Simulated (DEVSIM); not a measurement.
Schottky contact on n-type GaAs

Device: Schottky contact on n-type GaAs, at 300 K.

```
layer (left to right)  material  thickness (μm)  Nd (cm⁻³)  τn (s)  τp (s)
---------------------  --------  --------------  ---------  ------  ------
1                          GaAs            5.90     1.5e17   3e-10   3e-10
```

Left contact: Schottky, work function 5.07 eV, emission velocity 8e6 cm/s. Right contact: ohmic. Voltage is applied to the left contact. Recombination: SRH at mid-gap, Auger. Mobility is constant in doping.

The device is made up for the run: typed textbook-type constants, with dimensions and the other settings drawn at random. Values at 300 K.

```csv
parameter,GaAs
gap (eV),1.424
affinity (eV),4.07
permittivity,12.9
Nc (cm⁻³),4.7e17
Nv (cm⁻³),9e18
μn (cm²/Vs),8500
μp (cm²/Vs),400
Cn (cm⁶/s),1e-30
Cp (cm⁶/s),1e-30
```

Model (solved in DEVSIM): 1D drift-diffusion, Boltzmann statistics, complete ionisation; no tunnelling, impact ionisation, image-force lowering or self-heating. Metal contacts follow the ideal Schottky-Mott rule: no Fermi-level pinning, no interface dipoles.

The potential step across the device at zero bias comes out as 0.970 V and the largest field in the device at zero bias is 200000 V/cm. The dark forward voltage at 1 A/cm² is 0.656 V and the dark forward voltage at 100 A/cm² is 0.776 V.

Dark forward current:

(V (V), J (A/cm²)): (0.05, 6.2e-10); (0.10, 2.4e-9); (0.20, 3.7e-8); (0.25, 1.9e-7); (0.30, 1.2e-6); (0.40, 5.1e-5); (0.45, 0.00035); (0.50, 0.0024); (0.55, 0.016); (0.65, 0.79); (0.70, 5.4); (0.75, 37); (0.85, 1500); (0.90, 6200)
